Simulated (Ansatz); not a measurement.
Structures of equal composition on the (0001) surface of hcp Ti: a layer of Al in place of the second plane; a layer of Al in place of the third plane. The slabs share one bottom face, and each structure is named by its start. These are constructed structures in small cells; real faces may alloy, dewet or reconstruct in larger ones, and not all known structures of the face are among them. Slabs of about 12 Å with all that they carry, Fermi-Dirac smearing of 0.1 eV. Bottom of the slabs: a bare face, its two planes held. Relaxed from the named starts with such symmetry as they have, on meshes of like density; energies extrapolated to zero smearing; no spin-orbit coupling, no U. Spin-polarised runs, if any, are marked in brackets, and their order is one that fits the cell; the others ran without spin.

All values below come from PBE (plane waves to 420 eV, PAW; Ansatz, an electronic-structure program).

**Question.** Rank these by energy per 1x1 cell (lowest first), as PBE gives it.

**Answer.** a layer of Al in place of the third plane (0.000 eV), a layer of Al in place of the second plane (0.130 eV)
